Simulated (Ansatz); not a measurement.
Results of HSE06 (Ansatz, a first-principles code, plane waves, PAW) for fluorite NiSi₂.

Numerical settings: plane-wave cutoff 460 eV, 10×10×10 k mesh, Fermi–Dirac smearing 0.05 eV, no spin polarisation, scalar-relativistic PAW data made under PBE.

Cell (relaxed at this level):

```cif
data_NiSi2
_chemical_formula_sum 'Si2 Ni1'
_space_group_name_H-M_alt 'P 1'
_space_group_IT_number 1
_cell_length_a 3.80736
_cell_length_b 3.80736
_cell_length_c 3.80736
_cell_angle_alpha 60.000
_cell_angle_beta 60.000
_cell_angle_gamma 60.000
loop_
_space_group_symop_operation_xyz
  'x, y, z'
loop_
_atom_site_label
_atom_site_type_symbol
_atom_site_fract_x
_atom_site_fract_y
_atom_site_fract_z
_atom_site_occupancy
Si1 Si 0.25000 0.25000 0.25000 1
Si2 Si 0.75000 0.75000 0.75000 1
Ni1 Ni 0.00000 0.00000 0.00000 1
```

What does this level give for the bulk modulus B0?


- bulk modulus B0: 162 GPa

Note: the run has no spin polarisation, so it can have missed a magnetic state.

The computed numbers hold no vibrational or temperature effects.

The result took about 21 core-minutes (a rough figure).
